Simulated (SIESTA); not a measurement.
Input and output of a self-consistent single point for Li2Cu3Ge (P1, 6 atoms in the cell) (SIESTA).

Computed with GGA PBEsol, numerical atomic orbitals DZP, PseudoDojo PBEsol standard norm-conserving potentials (rewritten from UPF to PSML) (SIESTA).

```yaml
crystal:
  lattice:
    - [2.48373, 1.43398, 3.94919]
    - [-2.48373, 1.43398, 3.94919]
    - [0.00000, -2.86796, 3.94919]
  atoms:
    - { symbol: Li, position: [0.63396, 0.62056, 0.63281] }
    - { symbol: Li, position: [0.37594, 0.36832, 0.37588] }
    - { symbol: Cu, position: [0.99487, 0.50369, 0.00760] }
    - { symbol: Cu, position: [0.98554, 0.01702, 0.49361] }
    - { symbol: Cu, position: [0.52192, 0.98895, 0.98950] }
    - { symbol: Ge, position: [0.98777, 0.00147, 0.00061] }
```

Reference input (self-consistent single point, DFT, LDA PW92, numerical atomic orbitals DZP, PseudoDojo LDA standard norm-conserving potentials (rewritten from UPF to PSML)): XC.functional = LDA; XC.authors = PW92; potentials = PseudoDojo LDA standard; PAO.BasisSize = DZP; PAO.EnergyShift = 0.01 Ry; MeshCutoff = 400 Ry; kgrid.MonkhorstPack = 4 4 4; OccupationFunction = MP; OccupationMPOrder = 0; ElectronicTemperature = 100 meV; PAO.Polarization.NonPerturbative = true; MaxSCFIterations = 150. This run's input differs from it in these lines:

```diff
@@ -1,2 +1,2 @@
-# files in the folder: Li.psml Cu.psml Ge.psml (PseudoDojo LDA standard)
+# files in the folder: Li.psml Cu.psml Ge.psml (PseudoDojo PBEsol standard)
 SystemName  Li2Cu3Ge
@@ -27,4 +27,4 @@
 
-XC.functional                LDA
-XC.authors                   PW92
+XC.functional                GGA
+XC.authors                   PBEsol
 PAO.BasisSize                DZP
```

The program printed (abridged):

```
        iscf     Eharris(eV)        E_KS(eV)     FreeEng(eV)     dDmax    Ef(eV) dHmax(eV)
   scf:    1   -17389.637566   -17999.492665   -17999.531460  1.730970  1.627333 69.733568
   scf:    2   -18248.030833   -18272.779489   -18272.791497  2.607654 -4.614656 10.601740
   scf:    3   -18280.663587   -18277.323909   -18277.331154  0.133753 -4.405889  4.541017
   scf:    4   -18277.034360   -18278.184675   -18278.198393  0.139450 -4.091761  2.826111
   scf:    5   -18278.624673   -18278.524563   -18278.534699  0.061749 -4.260305  0.208841
   [... 6 lines left out ...]
   scf:   12   -18278.528886   -18278.528885   -18278.539177  0.000061 -4.304407  0.000883
   scf:   13   -18278.528882   -18278.528884   -18278.539178  0.000025 -4.304390  0.000272
   scf:   14   -18278.528884   -18278.528884   -18278.539178  0.000013 -4.304410  0.000033
   scf:   15   -18278.528884   -18278.528884   -18278.539178  0.000002 -4.304414  0.000029
SCF Convergence by DM+H criterion
max |DM_out - DM_in|         :     0.0000016450
max |H_out - H_in|      (eV) :     0.0000287810
SCF cycle converged after 15 iterations

Using DM_out to compute the final energy and forces

siesta: E_KS(eV) =           -18278.5289

siesta: E_KS - E_eggbox =    -18278.5289

siesta: Atomic forces (eV/Ang):
     1   -0.127915    0.014084   -0.081978
     2   -0.097784   -0.010344   -0.010055
     3    0.592116    0.090537   -0.334424
     4    0.458347    0.247895   -0.039007
     5   -1.137559   -0.657898   -0.710775
     6    0.315447    0.319158    1.174939
   Tot    0.002652    0.003432   -0.001299
   Max    1.174939
   Res    0.505012    sqrt( Sum f_i^2 / 3N )
   Max    1.174939    constrained

   [... lines left out ...]
siesta: FreeEng =    -18278.539178
siesta: Cell volume =         84.393182 Ang**3
siesta:         -15.91438133         21.73616531  kBar
   [... lines left out ...]
              2.007   2.005   2.004   2.005   2.008   0.067   0.248   0.219

              0.246   0.068

mulliken: Qtot =       77.000

Mulliken Atomic Populations:
Atom #   charge [q] valence [e]  Species
     1    -0.014816    3.014816  Li
     2    -0.032018    3.032018  Li
     3     0.329793   18.670207  Cu
     4     0.331739   18.668261  Cu
     5     0.325806   18.674194  Cu
     6    -0.940504   14.940504  Ge
 Total    -0.000000
```

The run converged in 15 iterations. Against the reference run the pressure goes from -5.26 to -1.59 GPa and the largest force goes from 1.369 to 1.494 eV/Å.

The starting cell comes from a database of computed structures (which also holds hypothetical and non-ambient phases and stackings), without a prior relaxation at this level. Its atoms were displaced at random from the sites of space group no. 166. Spin polarisation is off. Values carry the incompleteness of an atom-centred basis. Forces in this geometry exceed 1 eV/Å.

Cost on one core of a shared machine: roughly 30 s.
